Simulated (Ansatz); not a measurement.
Amorphous Hf18O39Ga2, 59 atoms at 8.70 g/cm³, one PBE-relaxed geometry, zone centre. Methods: PBE, scalar-relativistic without spin-orbit coupling (Ansatz, an electronic-structure program); r2SCAN, scalar-relativistic without spin-orbit coupling (Ansatz); HSE06, scalar-relativistic without spin-orbit coupling (Ansatz). Plane waves to 420 eV (r2SCAN 500 eV); exact exchange is cut at the cell's faces. At PBE the levels at the filled edge of the gap are localised (band-tail or defect states), and the nearest spread-out levels lie 3.8 eV apart at the zone centre. All rungs ran without spin polarisation.

The cell was made by melting and quenching with the CHGNet potential and then relaxed with DFT. O atoms were pushed apart under 1.9 Å during the dynamics, to hinder bonds among them. The hot cell started wider than the set density and was brought back towards it in steps. It is the lowest in DFT energy of 2 quenches. It is a model cell: composition and starting density were chosen by hand, and all elements were melted together. No dispersion term was used. Its density started from a set value of 8.70 and ended at 8.70 g/cm³. The simulated quench (nominally 300 K/ps over its main leg) is rapid and tends to freeze in more defects than a deposited or slowly cooled glass has. One small periodic cell is one sample of the glass; other quenches scatter about these values. The volume was held where the preparation left it, at a PBE pressure of -0.4 GPa (tension). Stress components on the final sampling reach 2.2 GPa.

The relaxation ran on the zone centre alone. At PBE the level gap is 3.52 eV on a 2×2×2 Γ-centred mesh, and the spacing at the zone centre alone 3.57 eV.

What zone-centre spacing does r2SCAN give, roughly?

4.05 eV (+0.48 eV against PBE).

What zone-centre spacing does HSE06 give, roughly?

5.11 eV (+1.54 eV against PBE).

The highest filled and the lowest empty state spread over these numbers of atoms (participation numbers): PBE: 6.3 and 39.6; r2SCAN: 5.9 and 39.1; HSE06: 5.9 and 40.9.
